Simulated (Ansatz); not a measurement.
## Effect of pressure 15 GPa on TiO2

Consider TiO₂ in the anatase structure (space group I4_1/amd, No. 141; a = 3.7698 Å, c = 9.5517 Å).

Modification: cell and atoms relaxed at a pressure of 15 GPa.

The values are results of PBEsol in Ansatz (plane waves to 420 eV, PAW, scalar-relativistic without spin-orbit coupling), not measurements. Γ-centred 12×12×12 mesh, Fermi–Dirac width 0.05 eV.

Volume per atom: 10.47 Å³ (base 11.31 Å³)
Density: 4.22 g/cm³ (base 3.91 g/cm³)
Lattice parameter a: 3.738 Å (base 3.770 Å)
c/a ratio: 2.405 (base 2.534)
Shortest interatomic distance: 1.894 Å (base 1.928 Å)
Enthalpy H = E + PV relative to the base's energy: +1.02 eV/atom
Band gap: 1.93 eV (base 2.11 eV)
Smallest direct gap: 2.47 eV (base 2.44 eV)

Final structure:

```xyz
6
Lattice="-1.8692 1.8692 4.4958 1.8692 -1.8692 4.4958 1.8692 1.8692 -4.4958" Properties=species:S:1:pos:R:3 pbc="T T T"
Ti     0.0000     1.8692     2.2479
Ti     0.0000     0.0000     0.0000
O      0.0000     1.8692     0.3080
O      0.0000     0.0000     7.0517
O      0.0000     0.0000     1.9399
O      0.0000     1.8692     4.1878
```

Load acts through the strain it causes; cell and atoms are relaxed under it. Stability against distortions was not tested. No other phases were tried under pressure. All final runs are without spin polarisation.

Ansatz is an electronic-structure program.
